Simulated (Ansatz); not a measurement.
## A computed series for Y: response to strain

Start from Y in the hcp (Mg type) structure (space group P6_3/mmc, No. 194; a = 3.6523 Å, c = 5.7029 Å; relaxed with 0.1 eV smearing). Axes: x lies along a and z along c of the hexagonal cell.

Strains are applied to the cell and any free atomic positions relax; under biaxial strain the out-of-plane vector relaxes too.

Method: plane-wave PAW DFT at the PBE level (Ansatz, an electronic-structure program, 420 eV), no SOC.

| biaxial strain, plane normal [001], relaxed out of plane (%) | out-of-plane strain (%) |
|---|---|
| 0 | 0.00 |
| 0.5 | -0.26 |
| 1 | -0.53 |
| 1.5 | -0.78 |
| 2 | ? |
| 2.5 | -1.29 |
| 3 | -1.53 |

Task: Fit ε⊥ = −νε + γε² (strains in %) to the rows shown and predict the withheld row.

Result: Least squares on the printed values gives ν = 0.53 (the biaxial Poisson response) and γ = 0.008 (largest residual 0.00 %); this predicts -1.04 %, and the run gives -1.04 %, in agreement.

Whether these cells are dynamically stable was not tested. All final runs are without spin polarisation.
